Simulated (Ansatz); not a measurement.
System: L1₀ (CuAu-type) FePt. Method: revPBE (plane waves, PAW; Ansatz, a program for electronic structure).

Run with plane-wave cutoff 520 eV, 20×20×16 k mesh (along the axes of the cell as run), Fermi–Dirac smearing 0.05 eV, spin-polarised with parallel moments, scalar-relativistic PAW data made under PBE.

Shape and atoms are relaxed at each volume.

Pressure at four volumes; x = ln(V/14.277 Å³). One pressure is withheld.

```tsv
V (Å³/atom)	x	P (GPa)
13.706	-0.0408	8.52
14.277	0.0000	0.00
14.563	0.0198	-3.55
14.848	0.0392	?
```

**Question.** Pass a parabola P(x) through the three rows shown, estimate the bulk modulus and its pressure derivative near zero pressure, and predict the withheld pressure.

**Answer.** Slopes between the rows: (0.00 − (8.52))/(0.0000 − (-0.0408)) = -208.82 and (-3.55 − (0.00))/(0.0198 − (0.0000)) = -179.29 GPa. Their difference over the span 0.0606 is c = 29.53/0.0606 = 487.3 GPa, so P(x) = 8.52 + (-208.82)(x − (-0.0408)) + 487.3 (x − (-0.0408))(x − (0.0000)). At the middle row B = −dP/dx = −[-208.82 + 487.3 × 0.0408] = 188.9 GPa, and B′ = dB/dP = 2c/B = 5.2. At x = 0.0392 the parabola gives -6.66 GPa; the run gives -6.69 GPa. The Birch–Murnaghan fit to the energies at all volumes has B0 = 188 GPa and B′ = 5.1.

Measured, for comparison: bulk modulus 208 GPa (room temperature, no zero-point or thermal correction; as tabulated in First-principles calculations on Fe-Pt nanoclusters of various morphologies). Computed (rounded) less measured: bulk modulus -10 %.

Note: the bulk modulus comes from volumes at which shape and atoms were relaxed.

Spin–orbit coupling is not included.
